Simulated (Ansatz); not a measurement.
Base system: Al in the fcc (Cu type) structure (space group Fm-3m, No. 225; a = 4.0143 Å). Axes: x, y, z lie along the cube axes.

Level of theory: PBEsol (Ansatz, a first-principles code), no SOC.

Strains are applied to the cell and any free atomic positions relax; under biaxial strain the out-of-plane vector relaxes too.

One change was made to it. Results:

| quantity | base | after |
|---|---|---|
| energy relative to the base (free energy F) | 0 meV/atom | +1.0 meV/atom |
| pressure (mean of the normal stresses, compression positive) | 0.0 GPa | 1.3 GPa |
| shortest interatomic distance | 2.839 Å | 2.817 Å |

Task: Which change produced these results?
A. biaxial strain +2.80 %, plane normal [001], relaxed out of plane
B. biaxial strain +3.64 %, plane normal [001], relaxed out of plane
C. uniaxial strain ε_yy = −1.51 %
D. biaxial strain +2.32 %, plane normal [001], relaxed out of plane
E. biaxial strain −1.18 %, plane normal [001], relaxed out of plane

Result: C, uniaxial strain ε_yy = −1.51 %. For comparison, the shortest interatomic distance in the other runs: biaxial strain +2.80 %, plane normal [001], relaxed out of plane gives 2.841 Å; biaxial strain −1.18 %, plane normal [001], relaxed out of plane gives 2.805 Å; biaxial strain +2.32 %, plane normal [001], relaxed out of plane gives 2.838 Å; biaxial strain +3.64 %, plane normal [001], relaxed out of plane gives 2.838 Å.

Without a gap, meshes like the base's 20×20×20 leave anisotropic stresses uncertain by several tenths of a GPa, and small strain energies with them. Stability against distortions was not tested.
